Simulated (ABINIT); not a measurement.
Input and output of a self-consistent single point for ZnP (P6_3mc, 4 atoms in the cell) (ABINIT).

Level of theory: LDA (PW92), PAW (JTH v2.0 LDA PAW) (plane waves; ABINIT).

```
CELL_PARAMETERS angstrom
      3.63466     0.00000     0.00000
     -1.81733     3.14771     0.00000
      0.00000     0.00000     6.91407
ATOMIC_POSITIONS crystal
  Zn 0.33333 0.66667 0.35584
  Zn 0.66667 0.33333 0.85584
  P  0.33333 0.66667 0.01916
  P  0.66667 0.33333 0.51916
```

Reference input (self-consistent single point, DFT, PBEsol, plane waves, PAW (JTH v2.0 PBE PAW, files made for PBE)): pseudos = [Zn.GGA_PBE-JTH.xml, P.GGA_PBE-JTH.xml]; ecut = 30 Ha; pawecutdg = 60 Ha; pawxcdev = 0; ixc = -116133; occopt = 7; tsmear = 0.2 eV; ngkpt = 10 10 5; nshiftk = 1; shiftk = 0 0 0; potentials = JTH v2.0 PBE PAW; nband = 23. This run's input differs from it in these lines:

```diff
@@ -1,4 +1,4 @@
-# ZnP, JTH v2.0 PBE PAW
+# ZnP, JTH v2.0 LDA PAW
 pp_dirpath "./"
-pseudos "Zn.GGA_PBE-JTH.xml, P.GGA_PBE-JTH.xml"
+pseudos "Zn.LDA_PW-JTH.xml, P.LDA_PW-JTH.xml"
 acell 3*1.0 Angstrom
@@ -20,3 +20,2 @@
 pawxcdev 0
-ixc -116133
 occopt 7
```

Its files differ too (potentials: JTH v2.0 PBE PAW → JTH v2.0 LDA PAW).

The program printed (abridged):

```
--- !BeginCycle
solver: {iscf: 17, nstep: 80, nline: 4, wfoptalg: 10, }
tolerances: {tolvrs: 1.00E-10, }
...

     iter   Etot(hartree)      deltaE(h)  residm     nres2
 ETOT  1  -141.06187662467    -1.411E+02 1.109E+01 5.038E+00
 ETOT  2  -142.45841227821    -1.397E+00 6.499E-01 6.168E+00
 ETOT  3  -142.44386117590     1.455E-02 1.835E-01 1.453E+00
 ETOT  4  -142.44371143061     1.497E-04 6.405E-02 4.972E-01
 ETOT  5  -142.44270657453     1.005E-03 5.199E-02 2.234E-02
   [... 8 lines left out ...]
 ETOT 14  -142.44284292275    -2.318E-10 3.277E-04 2.564E-08
 ETOT 15  -142.44284292282    -7.165E-11 2.397E-03 1.860E-09
 ETOT 16  -142.44284292284    -1.523E-11 1.602E-04 7.771E-10
 ETOT 17  -142.44284292284    -1.563E-12 8.335E-04 3.499E-11
 At SCF step   17       nres2   =  3.50E-11 < tolvrs=  1.00E-10 =>converged.

 Cartesian components of stress tensor (hartree/bohr^3)
  sigma(1 1)=  1.86221958E-04  sigma(3 2)=  0.00000000E+00
  sigma(2 2)=  1.86221958E-04  sigma(3 1)=  0.00000000E+00
  sigma(3 3)=  2.31432967E-04  sigma(2 1)=  2.91215496E-14

 ----iterations are completed or convergence reached----

 reduced coordinates (array xred) for    4 atoms
       0.333333333333      0.666666666667      0.355840000000
       0.666666666667      0.333333333333      0.855840000000
       0.333333333333      0.666666666667      0.019160000000
       0.666666666667      0.333333333333      0.519160000000
 cartesian forces (eV/Angstrom) at end:
    1     -0.00000000000000    -0.00000000000000     0.02632482979815
   [... lines left out ...]
 Fermi (or HOMO) energy (eV) =   5.70903   Average Vxc (eV)=  -9.67985
   [... lines left out ...]
'-kT*entropy'       : -1.51775762899738E-03
total_energy        : -1.42442842983018E+02
total_energy_eV     : -3.87606687852061E+03
...

-Cartesian components of stress tensor (GPa)         [Pressure= -5.9222E+00 GPa]
- sigma(1 1)=  5.47883824E+00  sigma(3 2)=  0.00000000E+00
- sigma(2 2)=  5.47883824E+00  sigma(3 1)=  0.00000000E+00
- sigma(3 3)=  6.80899181E+00  sigma(2 1)=  8.56785426E-10

 Calculation completed.
```

The run converged in 17 iterations. Against the reference run the pressure goes from -3.65 to -5.92 GPa and the largest force goes from 0.016 to 0.026 eV/Å.

The starting cell comes from a database of computed structures (which also holds hypothetical and non-ambient phases and stackings), without a prior relaxation at this level. With a pressure of about -6 GPa the cell is away from its equilibrium volume at this level. The run gives no clean gap (levels at the Fermi energy touch, overlap or are partly filled at this smearing), which alone does not show that the compound is a metal.

Cost on one core of a shared machine: roughly 4 min.
